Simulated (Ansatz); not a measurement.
Pressure series in SiO2

The parent structure is SiO₂ (space group P3_121, No. 152; a = 4.9484 Å, c = 5.4413 Å).

Cell and atoms are relaxed at each pressure.

The values are results of PBEsol (Ansatz, a first-principles code; PAW; 420 eV plane waves; spin-orbit coupling left out), earlier PAW set, not measurements.

Notes on the quantities. enthalpy: H = E + PV relative to the base's energy.

```tsv
variant	band gap	volume per atom	enthalpy	electron mass
base	5.72 eV	12.82 Å³	–	0.50 mₑ (at Γ)
pressure −2 GPa	5.51 eV	13.90 Å³	-0.17 eV/atom	0.52 mₑ (at Γ)
pressure −1 GPa	5.64 eV	13.29 Å³	-0.08 eV/atom	0.51 mₑ (at Γ)
pressure 1.8 GPa	5.85 eV	12.22 Å³	+0.14 eV/atom	?
pressure 4.2 GPa	?	11.61 Å³	+0.32 eV/atom	0.48 mₑ (at Γ)
pressure 9 GPa	6.23 eV	?	+0.65 eV/atom	0.46 mₑ (at Γ)
pressure 30 GPa	6.69 eV	?	+1.92 eV/atom	–
```

Problem. Fill in the withheld entries from the trend.

Solution. 
- pressure 1.8 GPa, electron mass: 0.49 mₑ (at Γ)
- pressure 4.2 GPa, band gap: 5.99 eV
- pressure 9 GPa, volume per atom: 10.77 Å³
- pressure 30 GPa, volume per atom: 8.84 Å³

Load acts through the strain it causes; cell and atoms are relaxed under it. Masses are band curvatures over ±0.01 Å⁻¹ around the edge. Stability against distortions was not tested. Competing high-pressure phases were not computed.
